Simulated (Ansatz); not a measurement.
## Short convergence ladders for a (001) slab of SnSe2 (cut from a parent of space group no. 164; 6 atoms in the cell)

```yaml
crystal:
  lattice:
    - [3.79857, 0.00000, 0.00000]
    - [-1.89928, 3.28966, 0.00000]
    - [0.00000, 0.00000, 23.18230]
  atoms:
    - { symbol: Sn, position: [0.00000, 0.00000, 0.36797] }
    - { symbol: Se, position: [0.33333, 0.66667, 0.43399] }
    - { symbol: Se, position: [0.66667, 0.33333, 0.30195] }
    - { symbol: Sn, position: [0.00000, 0.00000, 0.63203] }
    - { symbol: Se, position: [0.33333, 0.66667, 0.69805] }
    - { symbol: Se, position: [0.66667, 0.33333, 0.56601] }
```

Base method: LDA (PW92), default PAW files made with PBE (plane waves; Ansatz, a program for electronic structure).

Base settings: basis.ecutwfc = 420 eV; kpoints.mp_grid.grid = 7 7 1; hamiltonian.xc = lda; hamiltonian.pseudopotentials = {kind: paw} (the program's default PAW files); scf.occupations.method = fermi_dirac; scf.occupations.width = 0.05 eV.

The count of work is k-points × plane waves × bands × iterations; it is no time. 

**The k-point mesh**

Only quantities that move along the ladder and can be compared are tabulated.

| kpoints.mp_grid.grid | free energy less the last step's (meV/atom) | largest difference of a force vector from the last step's (eV/Å) | count of work / last |
|---|---|---|---|
| 2 2 1 | 643.66 | 0.386 | 0.044 |
| 3 3 1 | 148.39 | 0.200 | 0.067 |
| 4 4 1 | 39.34 | 0.071 | 0.10 |
| 5 5 1 | 11.95 | 0.027 | 0.11 |
| 6 6 1 | 4.32 | 0.012 | 0.16 |
| 7 7 1 | 1.65 | 0.006 | 0.18 |
| 9 9 1 | 0.30 | 0.001 | 0.30 |
| 10 10 1 | 0.13 | 0.001 | 0.31 |
| 12 12 1 | 0.03 | 0.000 | 0.47 |
| 14 14 1 | 0.01 | 0.000 | 0.53 |
| 16 16 1 | 0.00 | 0.000 | 0.67 |
| 19 19 1 | 0.00 | 0.000 | 1.0 |

Coarsest kpoints.mp_grid.grid that holds the forces within 0.01 eV/Å of the last step, with all finer ones: 7 7 1, at 0.18 of the last step's count of work; the step before is off by 0.012 eV/Å.

Coarsest kpoints.mp_grid.grid that holds the free energy within 0.5 meV/atom of the last step, with all finer ones: 9 9 1, at 0.30 of the last step's count of work; the step before is off by 1.7 meV/atom.

**The depth of the slab**

On a (001) slab of SnSe2 (cut from a parent of space group no. 164; 3 atoms in the cell), and deeper slabs.

The mesh stays at the base's, so the ladder's end is converged at best in this setting alone.

Only quantities that move along the ladder and can be compared are tabulated.

| atoms | gap on the mesh (eV) | count of work / last |
|---|---|---|
| 3 | 0.914 | 0.055 |
| 6 | 0.830 | 0.20 |
| 9 | 0.786 | 0.42 |
| 12 | 0.748 | 0.69 |
| 15 | 0.727 | 1.0 |

Smallest size that holds the gap on the mesh within 0.05 eV of the last step, with all finer ones: 12; the step before is off by 0.058 eV.

On the base run: the starting cell has typed, rounded lattice constants, without a prior relaxation at this level. The slab is cut from that crystal, and its faces are unrelaxed. Its lattice was rescaled by up to half a per cent. Spin polarisation is off, though cut faces can carry moments; a gap of a slab can lie between surface states. Another mesh or the band path of this cell gives a smaller gap, so this value is not converged in the mesh.

Keys are those of Ansatz 0.2.
